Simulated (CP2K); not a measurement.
Band structure of Cs (Im-3m, 1 atom in the cell).

```xyz
1
Lattice="5.4728 0.0000 0.0000 -1.8243 5.1598 0.0000 -1.8243 -2.5799 4.4686" Properties=species:S:1:pos:R:3 pbc="T T T"
Cs     0.0000     0.0000     0.0000
```

Method: PBE, GPW, DZVP-MOLOPT-SR-GTH basis, GTH-PBE potentials (GTH_POTENTIALS) in CP2K.

Settings: CUTOFF = 500 Ry; REL_CUTOFF = 50 Ry; SMEAR/METHOD = FERMI_DIRAC; ELECTRONIC_TEMPERATURE = 580.23 K; KPOINTS/SCHEME = MONKHORST-PACK 6 6 6; GAMMA_CENTERED = T; XC_FUNCTIONAL = PBE; Cs/BASIS_SET = DZVP-MOLOPT-SR-GTH-q9; Cs/POTENTIAL = GTH-PBE-q9; METHOD = GPW; EPS_DEFAULT = 1e-10; EXTRAPOLATION = USE_GUESS; NGRIDS = 5; SCF_GUESS = ATOMIC.

The starting cell comes from a database of computed structures (which also holds hypothetical and non-ambient phases and stackings), without a prior relaxation at this level. Its lattice was rescaled by a random factor within 2.5 % of one. Values carry the incompleteness of an atom-centred basis.

Levels in eV from the Fermi level, bands 1 to 6:
```
point       1       2       3       4      5     6
-----  ------  ------  ------  ------  -----  ----
Γ      -24.04  -10.83  -10.83  -10.83  -1.65  4.60
H      -24.04  -10.90  -10.90  -10.90   2.74  2.74
N      -24.04  -10.93  -10.86  -10.83   0.23  0.71
P      -24.04  -10.88  -10.88  -10.88   0.93  0.93
```

Bands cross the Fermi level along this path, so the cell is metallic at this level.

Higher empty bands are left out: an atom-centred basis made for the valence describes them poorly.
